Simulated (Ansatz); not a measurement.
Consider the following.

```yaml
crystal:
  lattice:
    - [3.03407, 0.00000, 0.00000]
    - [-1.51704, 2.62758, 0.00000]
    - [0.00000, 0.00000, 4.97721]
  atoms:
    - { symbol: Si, position: [0.33333, 0.66667, 0.99960] }
    - { symbol: Si, position: [0.66667, 0.33333, 0.49960] }
    - { symbol: C, position: [0.33333, 0.66667, 0.37540] }
    - { symbol: C, position: [0.66667, 0.33333, 0.87540] }
```

Calculation: PBE with spin-orbit coupling, rigid bands (plane waves, PAW; Ansatz, a program for electronic structure). Condition of this run: hydrostatic pressure of 10 GPa (compression positive) (the target of the relaxation). How the cell was made: cell and atoms relaxed with PBEsol, then loaded as said.

Q: What conductivity effective mass do dilute holes have at 300 K?

A: 1.25 (x), 1.25 (y), 1.51 (z) mₑ.

Q: What conductivity effective mass do dilute electrons have at 300 K?

A: 0.43 (x), 0.43 (y), 0.26 (z) mₑ.

Q: And the band gap?

A: 2.20 eV at this level; semilocal functionals usually fall short of the measured gap.

Rigid bands, one relaxation time for all states, no polarons. Geometry: cell and atoms relaxed with PBEsol.
